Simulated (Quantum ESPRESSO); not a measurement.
Quick settings and what they miss: TiNF (Pmmn, 6 atoms in the cell)

Self-consistent single point.

```yaml
crystal:
  lattice:
    - [2.99157, 0.00000, 0.00000]
    - [0.00000, 3.87321, 0.00000]
    - [0.00000, 0.00000, 7.68980]
  atoms:
    - { symbol: Ti, position: [0.50000, 0.00000, 0.89591] }
    - { symbol: Ti, position: [0.00000, 0.50000, 0.10409] }
    - { symbol: N, position: [0.50000, 0.50000, 0.93932] }
    - { symbol: N, position: [0.00000, 0.00000, 0.06068] }
    - { symbol: F, position: [0.00000, 0.00000, 0.72462] }
    - { symbol: F, position: [0.50000, 0.50000, 0.27538] }
```

Level of theory: LDA (PZ), GBRV 1.5 ultrasoft (LDA) pseudopotentials (plane waves; Quantum ESPRESSO 7.5).

Base settings: ecutwfc = 50 Ry; ecutrho = 400 Ry; occupations = smearing; smearing = gauss; degauss = 0.0036749 Ry; potentials = {Ti: ti_lda_v1.4.uspp.F.UPF, N: n_lda_v1.2.uspp.F.UPF, F: f_lda_v1.4.uspp.F.UPF}; K_POINTS = automatic 8 6 3 0 0 0; conv_thr = 1e-10 Ry.

Tight run (finer mesh or higher cutoff; not a proven limit): ecutwfc: 50 Ry → 70 Ry; ecutrho: 400 Ry → 560 Ry; conv_thr: 1e-10 Ry → 7.3e-11 Ry; K_POINTS: automatic 8 6 3 0 0 0 → automatic 11 9 5 0 0 0. It gave top of the valence band (on the code's own zero) 5.04 eV; gap on the k-point mesh 0.60 eV; pressure 1.71 GPa; largest force (vector length) 0.334 eV/Å.

Quick runs, as changes from the base:
- A: the base itself
- B: ecutwfc: 50 Ry → 35 Ry; ecutrho: 400 Ry → 280 Ry; smearing: gauss → cold; degauss: 0.0036749 Ry → 0.0099958 Ry; conv_thr: 1e-10 Ry → 7.3e-05 Ry; K_POINTS: automatic 8 6 3 0 0 0 → automatic 4 4 4 1 1 1
- C: K_POINTS: automatic 8 6 3 0 0 0 → automatic 4 4 4 0 0 0
- D: ecutwfc: 50 Ry → 25 Ry; ecutrho: 400 Ry → 200 Ry; K_POINTS: automatic 8 6 3 0 0 0 → automatic 2 2 2 0 0 0

Dashes: pressure of B, not trusted under this conv_thr with d or f elements; time of B, D, under 30 s.

Gaps are read on each run's own mesh, which may miss the band edges.

The count of work is k-points × plane waves × bands × iterations; it is no time. Core times come from one kind of shared machine and are given to one figure; runs under 30 s give none.

The starting cell comes from a database of computed structures (which also holds hypothetical and non-ambient phases and stackings), without a prior relaxation at this level. Its lattice was rescaled by a random factor within 2.5 % of one.

```tsv
run	energy less tight (meV/atom)	pressure less tight (GPa)	largest miss in a force vector (eV/Å)	gap on the mesh less tight (eV)	count of work / tight	core time / tight (rough)
A	2.8	-0.01	0.002	-0.003	0.22	0.2
B	20.3	–	0.086	1.402	0.015	–
C	3.8	0.06	0.084	-0.016	0.17	0.2
D	614.9	-31.75	0.884	-0.148	0.023	–
```

Among the runs at the tight run's level, the energy misses run from 2.8 to 614.9 meV/atom.

Left out of this page: 2 runs of the series outside the window shown, repeating another row's setting, or not comparable.
